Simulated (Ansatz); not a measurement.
The starting structures come from a database of crystals and need not be the phases stable at ambient conditions.

By PBEsol, the system below comes out a metal.

Without scattering a metal conducts by its projected Fermi surface.

Given:

```
Sc
1.0
    3.29066     0.00000     0.00000
    0.00000     4.65369     0.00000
    1.64533     2.32685     1.64533
Sc
1
Direct
  0.00000   0.00000   0.00000
```

The cell is taken as given; by PBEsol it stands under a pressure of -3.2 GPa.

The current flows along the normal of the first two printed cell vectors, the (110) plane of the conventional cell. No spin-orbit coupling; the value is a mean over 0.1 eV about the Fermi level.

### Question
Give the ballistic conductance per area that Ansatz (an electronic-structure program) with PBEsol yields.

### Answer
0.87 × 10¹⁵ S/m² for both spins.
